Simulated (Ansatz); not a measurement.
Ansatz (a program for electronic structure) run on NaF (Fm-3m, 2 atoms in the cell): self-consistent single point.

Level of theory: PBE (plane waves, PAW; Ansatz).

```
NaF
1.0
    0.00000     2.33093     2.33093
    2.33093     0.00000     2.33093
    2.33093     2.33093     0.00000
Na F
1 1
Cartesian
  0.00000   0.00000   0.00000
  2.33093   2.33093   2.33093
```

Reference input (self-consistent single point, DFT, HSE06, plane waves, default PAW files made with PBE): basis.ecutwfc = 420 eV; kpoints.mp_grid.grid = 8 8 8; hamiltonian.xc = hse06; hamiltonian.pseudopotentials = {kind: paw} (the program's default PAW files); scf.occupations.method = gaussian; scf.occupations.width = 0.05 eV. This run's input differs from it in these lines:

Ansatz 0.2 input:
```diff
@@ -15,3 +15,3 @@
 hamiltonian:
-  xc: hse06
+  xc: pbe
   pseudopotentials:
```

Output, abridged:

```
SCF iter   1: F=—  HF=-2297.429197 eV  |F-HF|=—  |Δ(HF+E_count)|=         —  Δρ=7.47e-4  dr2=9.58e-5  ethr=1.77e-3  ⟨swp⟩=5.2  Hψ=1932  notcnv=0
all-band conjugate gradients solve this SCF's bands
preconditioner: auto → none
SCF iter   2: F=—  HF=-2297.428784 eV  |F-HF|=—  |Δ(HF+E_count)|=   4.14e-4  Δρ=1.03e-3  dr2=1.53e-4  ethr=5.98e-7  ⟨swp⟩=2.3  Hψ=837  notcnv=0
SCF iter   3: F=—  HF=-2297.428755 eV  |F-HF|=—  |Δ(HF+E_count)|=   2.84e-5  Δρ=3.37e-4  dr2=1.37e-5  ethr=5.98e-7  ⟨swp⟩=2.0  Hψ=425  notcnv=0
SCF iter   4: F=—  HF=-2297.428771 eV  |F-HF|=—  |Δ(HF+E_count)|=   1.54e-5  Δρ=3.71e-5  dr2=1.50e-7  ethr=8.56e-8  ⟨swp⟩=2.1  Hψ=455  notcnv=0
SCF iter   5: F=—  HF=-2297.428772 eV  |F-HF|=—  |Δ(HF+E_count)|=   1.05e-6  Δρ=4.63e-5  dr2=3.78e-7  ethr=9.37e-10  ⟨swp⟩=2.0  Hψ=551  notcnv=0
SCF iter   6: F=-2297.428772 eV  HF=-2297.428772 eV  |F-HF|=6.03e-8  |Δ(HF+E_count)|=   9.26e-8  Δρ=1.94e-5  dr2=6.70e-8  ethr=6.25e-10  ⟨swp⟩=2.0  Hψ=1124  notcnv=0
SCF 1 converged in 6 iterations: F = -2297.428772 eV  dr2 = 6.70e-8
Free energy (F): -2297.428772 eV
Internal energy: -2297.428772 eV  (E = F + TS)
E sigma→0 (E₀):  -2297.428772 eV
Fermi energy:    3.997224 eV
--- Forces (eV/Å), atoms counted from 1 ---
  atom   1  Na    -0.00000000     0.00000000     0.00000000
  atom   2  F      0.00000000     0.00000000     0.00000000
--- Stress (GPa, compression-positive) ---
        1.193661      -0.000000      -0.000000
        0.000000       1.193661       0.000000
       -0.000000      -0.000000       1.193661
  P = ⅓ Tr σ = 1.1937 GPa (11.937 kbar)
  The stress holds the Pulay correction. Without it, at fixed plane waves, as pw.x and ABINIT print it: P = 0.7366 GPa
```

The run converged in 6 iterations. Against the reference run the pressure goes from -0.73 to 1.19 GPa and the gap on the mesh goes from 8.374 to 6.219 eV.

The starting cell comes from a database of computed structures (which also holds hypothetical and non-ambient phases and stackings), without a prior relaxation at this level. Its lattice was rescaled by a random factor within 2.5 % of one. Ansatz's pressure includes its estimate of the finite-basis (Pulay) stress.
